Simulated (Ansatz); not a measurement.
Predicting one run from its neighbours: the energy against the vacuum, a (110) slab of NiAl (cut from a parent of space group no. 221; 10 atoms in the cell)

```
CELL_PARAMETERS angstrom
      2.88133     0.00000     0.00000
      0.00000     4.07482     0.00000
      0.00000     0.00000    38.14972
ATOMIC_POSITIONS crystal
  Al 0.50000 0.25000 0.39319
  Ni 0.00000 0.75000 0.39319
  Al 0.50000 0.75000 0.44659
  Ni 0.00000 0.25000 0.44659
  Al 0.50000 0.25000 0.50000
  Ni 0.00000 0.75000 0.50000
  Al 0.50000 0.75000 0.55341
  Ni 0.00000 0.25000 0.55341
  Al 0.50000 0.25000 0.60681
  Ni 0.00000 0.75000 0.60681
```

Method of the run: LDA (PW92), default PAW files made with PBE (plane waves; Ansatz, a program for electronic structure).

Base settings: basis.ecutwfc = 420 eV; kpoints.mp_grid.grid = 8 7 1; hamiltonian.xc = lda; hamiltonian.pseudopotentials = {kind: paw} (the program's default PAW files); scf.occupations.method = fermi_dirac; scf.occupations.width = 0.1 eV.

The last step of the ladder, which sets the zero, is vacuum between outermost atoms (Å) = 30.0.

The starting cell has typed, rounded lattice constants, without a prior relaxation at this level. The slab is cut from that crystal, and its faces are unrelaxed. Its lattice was rescaled by up to half a per cent. Spin polarisation is off.

The differences are negative here: closer images bind.

An empirical form: the interaction of two facing surfaces decays exponentially with the gap, by the tails of the wave functions or, on ionic faces, by the in-plane pattern of charges: ln|ΔF| = a + b·d. One k-point is taken across the vacuum.

```
vacuum (Å)  size of F less the last step's (meV/atom)  ln of it
----------  -----------------------------------------  --------
4.0                                             27.64     3.319
5.0                                              6.84     1.923
6.0                                                 ?         ?
7.0                                              0.37    -0.994
8.0                                              0.07    -2.659
```

Problem. Fit the line to the 4 rows given and predict the withheld one.

Solution. Means: x̄ = 6.0000, ȳ = 0.39725. Σ(x − x̄)(y − ȳ) = -14.87 and Σ(x − x̄)² = 10.00, so b = -1.487 and a = ȳ − b·x̄ = 9.3193; the decay length is 0.67 Å. The largest residual of the fitted rows is 0.096. At x = 6.0 the line gives 0.397, that is 1.49 meV/atom. The run gave 1.66 meV/atom, a miss of 0.17 meV/atom (10 %). The table is a window of a longer ladder. The rows were chosen because the form fits them, the withheld one included, so this shows the method and is no test of the form.

Left out of this page: 7 runs of the series outside the window shown, repeating another row's setting, or not comparable.

Keys are those of Ansatz 0.2.
